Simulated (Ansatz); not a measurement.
**Be: uniaxial strain ε_zz = −3.00 %**

Take Be in the hcp (Mg type) structure (space group P6_3/mmc, No. 194; a = 2.255 Å, c = 3.558 Å; relaxed with 0.1 eV smearing) as the base. Axes: x lies along a and z along c of the hexagonal cell.

Modification: the cell is compressed by 3.00 % along z with no lateral relaxation; the atoms relax in the strained cell.

Method: PBEsol, PAW, 420 eV (Ansatz, a first-principles code; no spin-orbit coupling). k-mesh 29×29×16 (Γ-centred); smearing 0.1 eV (Fermi–Dirac).

The volume per atom falls by 0.24 Å³ (7.84 Å³ → 7.60 Å³) and the energy grows by 8.9 meV/atom. The band gap remains zero and the stress (xx, yy, zz, yz, xz, xy; compression positive) amounts to (0.5, 0.5, 12.4, 0.0, 0.0, 0.0) GPa.

Whether these cells are dynamically stable was not tested.
